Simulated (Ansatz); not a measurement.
The starting structures come from a database of crystals and need not be the phases stable at ambient conditions.

```
CELL_PARAMETERS angstrom
      5.31091     0.00000     0.00000
      0.00000    11.81850     0.00000
      2.65546     5.90925     2.65546
ATOMIC_POSITIONS crystal
  Tc 0.00000 0.50000 0.00000
  Tc 0.50000 0.25000 0.00000
  Ag 0.00000 0.00000 0.00000
  Ag 0.50000 0.75000 0.00000
  O  0.63049 0.44637 0.27198
  O  0.59753 0.56588 0.53296
  O  0.36951 0.71835 0.72802
  O  0.40247 0.09884 0.46704
  O  0.86951 0.30363 0.72802
  O  0.90247 0.18412 0.46704
  O  0.13049 0.03165 0.27198
  O  0.09753 0.65116 0.53296
```

Space group of this cell: I4_1/a. The cell was relaxed by PBE-D3(BJ); by r2SCAN its mean pressure is -2.9 GPa.

Transport runs along the normal of the first two printed cell vectors, the (100) plane of the conventional cell.

The gap is the functional's own. No spin-orbit coupling. Mid-gap values are interpolated on the energy grid.

Question: Compute, with r2SCAN in Ansatz (an electronic-structure program), the band gap and the smallest decay constant κ at mid-gap.

Answer: Gap 1.73 eV on a 12×12×12 mesh; κ = 0.359 1/Å, at (0.500, 0.500) of the in-plane reciprocal vectors. At the zone centre, at the nearest computed energy, the slowest state has κ = 0.39 1/Å.
